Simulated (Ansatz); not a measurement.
Si (I4/mmm, No. 139, 4 atoms in the cell; start mp-999200; another form than the element's usual one), treated with r²SCAN (plane waves, PAW; Ansatz, a quantum-chemistry and plane-wave program).

Numerical settings: plane-wave cutoff 560 eV, 10×10×10 k mesh, Fermi–Dirac smearing 0.01 eV, scalar-relativistic PAW data made under PBE.

Cell (relaxed with PBEsol):

```
Si
1.0
   -3.32231     3.32231     1.91873
    3.32231    -3.32231     1.91873
    3.32231     3.32231    -1.91873
Si
4
Direct
  0.17873   0.17873   0.35746
  0.82127   0.82127   0.64254
  0.17873   0.82127   0.00000
  0.82127   0.17873   0.00000
```

Problem. Predict the band gap, smallest direct gap on the k points sampled and direct gap at Γ.

Solution. 
band gap: 0.36 eV (indirect)
smallest direct gap on the k points sampled: 0.59 eV
direct gap at Γ: 2.16 eV

Note: cell and atoms aren't relaxed at this level (pressure 0.4 GPa).

It cost roughly 21 core-seconds of CPU time.

A start named mp-… is a Materials Project structure, which need not be a measured phase.
